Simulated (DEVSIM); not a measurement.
System: Ni/SiON/SiO2/p-Si capacitor, at 250 K.

Layer 1 from the left is SiON, thickness (nm) 11.0. Layer 2 from the left is SiO2, thickness (nm) 0.910. Layer 3 from the left is Si, thickness (nm) 10000, Na (cm⁻³) 3e15.

Metal gate on the left, work function 5.1 eV. Fixed charge at the semiconductor interface 0 cm⁻² (in units of +e); no interface traps.

The device is made up for the run: typed textbook-type constants, with dimensions and the other settings drawn at random. Values at 300 K; Nc and Nv go as T^1.5, mobilities as T to minus their exponent, the gap by Varshni's rule with the affinity fixed.

SiON: gap (eV) 7, affinity (eV) 1.4, permittivity 5.5. SiO2: gap (eV) 9, affinity (eV) 0.9, permittivity 3.9. Si: gap (eV) 1.124, affinity (eV) 4.05, permittivity 11.7, Nc (cm⁻³) 2.86e19, Nv (cm⁻³) 3.1e19, Varshni α (eV/K) 0.000473, Varshni β (K) 636.

Q: Estimate by hand the flat-band voltage, the threshold voltage, and compare with a numerical solution.

A: 
- Flat-band voltage: C = 0.396 μF/cm², work-function difference 0.107 V; VFB = φms − qNf/C = 0.11 V; numerical 0.11 V.
- Threshold voltage: φF = 0.376 V, depletion charge √(4εqNφF) = 2.74e-8 C/cm²; VT = VFB + 2φF + Qd/C = 0.93 V; numerical 0.93 V.

Model (solved in DEVSIM): 1D Poisson equation in equilibrium, Boltzmann statistics, complete ionisation; no quantum confinement or tunnelling. Metal contacts follow the ideal Schottky-Mott rule: no Fermi-level pinning, no interface dipoles.
